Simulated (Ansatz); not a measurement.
## Computed paths: Ti-vacancy pair in fcc Al, neutral cell

Defect migration in fcc Al: Ti-vacancy pair (Ti on one host Al site, one Al site vacant), neutral cell. These are PBE, PAW (plane waves to 420 eV; Ansatz, a program for electronic structure) values and carry that method's errors.

Cell of 32 host sites held at the relaxed PBE lattice; a 4×4×4 k-point mesh shifted by half a step; Fermi-Dirac width 0.10 eV, spin-restricted; finite-size errors left in. No zero-point or tunnelling terms. Forms of the defect that were not tried may lie lower.

Barriers: single points on a 6×6×6 k-point mesh shifted by half a step at the bands' geometries.

```csv
Route,Start site over the lowest site run (eV),Hop (Å),Forward barrier (eV),Backward barrier (eV),Neighbours at the start,Neighbours at the saddle,Saddle order,"Forward, on the band's own sampling (eV)"
one Al atom jumps into the vacancy from a nearby Al site (Ti-vacancy distance between ideal sites 5.72 → 4.95 Å),0.05,2.74,0.60,0.44,"4 Al at 2.82, Al at 2.84, Al at 2.88, 2 Al at 2.89, 2 Al at 2.90, Al at 2.91 Å","2 Al at 2.61, 2 Al at 2.64, 2 Al at 3.09, Al at 3.11, Al at 3.19 Å",first order,0.58
one Al atom jumps into the vacancy from a nearby Al site (Ti-vacancy distance between ideal sites 4.04 → 4.95 Å),0.00,2.78,0.70,0.49,"4 Al at 2.83, 2 Al at 2.86, 4 Al at 2.88, Al at 2.89 Å","4 Al at 2.62, 2 Al at 3.09, Al at 3.14, Al at 3.16 Å",first order,0.71
one Al atom jumps into the vacancy from a nearby Al site (Ti-vacancy distance between ideal sites 2.86 → 4.04 Å),0.40,2.72,0.37,0.77,"2 Al at 2.80, 2 Al at 2.82, 2 Al at 2.86, 2 Al at 2.88, 2 Al at 2.90, Al at 2.94 Å","2 Al at 2.61, 2 Al at 2.64, Al at 3.01, Al at 3.14, Al at 3.24; Ti at 3.19 Å",first order,0.37
one Al atom jumps into the vacancy from a nearby Al site (Ti-vacancy distance between ideal sites 2.86 Å throughout),0.40,2.75,0.52,0.52,"Al at 2.78, Al at 2.80, 2 Al at 2.85, 2 Al at 2.87, 2 Al at 2.88, 2 Al at 2.90; Ti at 2.83 Å","Al at 2.61, Al at 2.62, Al at 2.64, 2 Al at 3.00, 2 Al at 3.19; Ti at 2.65 Å",first order,0.52
```

Paths come from climbing-image nudged elastic band runs.
